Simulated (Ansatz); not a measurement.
Candidate structures of TiZnO3, relaxed level by level: TiZnO3 (P-1, No. 2, 10 atoms in the cell; start mp-635713); TiZnO3 (R-3, No. 148, 10 atoms in the cell; start mp-14142); TiZnO3 (R3c, No. 161, 10 atoms in the cell; start mp-1078470). Levels: LDA (plane waves, PAW; Ansatz, an electronic-structure program), PBEsol in Ansatz (plane waves, PAW).

Task: Rank the structures in energy at 0 K, level by level.

Result: Lowest: LDA, TiZnO3 (R-3, No. 148, 10 atoms in the cell; start mp-14142); PBEsol, TiZnO3 (R-3, No. 148, 10 atoms in the cell; start mp-14142). Energies above the lowest of these candidates, meV/atom:

```csv
structure,LDA,PBEsol
"TiZnO3 (R-3, No. 148, 10 atoms in the cell; start mp-14142)",0,0
"TiZnO3 (R3c, No. 161, 10 atoms in the cell; start mp-1078470)",27,27
"TiZnO3 (P-1, No. 2, 10 atoms in the cell; start mp-635713)",149,110
```

All these levels agree on the lowest structure.

Static-lattice energies; unlike cells have unlike k meshes, which leaves some meV/atom of uncertainty, and other structures than these can lie lower.

Note: the relaxation could not lower the start's symmetry, so the cell can be a saddle point above a distorted one.

A start named mp-… is a Materials Project structure, which need not be a measured phase.
